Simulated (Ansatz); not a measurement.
Start from GeSe (space group P6_3mc, No. 186; a = 4.710 Å, c = 5.685 Å; a hypothetical phase, not in the database extracts checked).

Levels (all Ansatz, a first-principles code, PAW): PBEsol (420 eV, scalar-relativistic without spin-orbit coupling); PBEsol+SOC (420 eV, with spin-orbit coupling).

The geometry is relaxed with PBEsol.

| Property | Result |
|---|---|
| PBEsol width of the top valence band | 2.43 eV |
| PBEsol band gap | 0.54 eV |

With PBEsol+SOC at the same geometry, the width of the top valence band drops by 0.04 eV to 2.39 eV; the hole mass comes out as 0.25 mₑ (at H); the band gap drops by 0.08 eV, from 0.54 eV to 0.46 eV.

Single points use the geometry relaxed with PBEsol. The spin-orbit shifts are approximate. Effective masses come from finite differences of ±0.01 Å⁻¹. Stability against distortions was not tested.
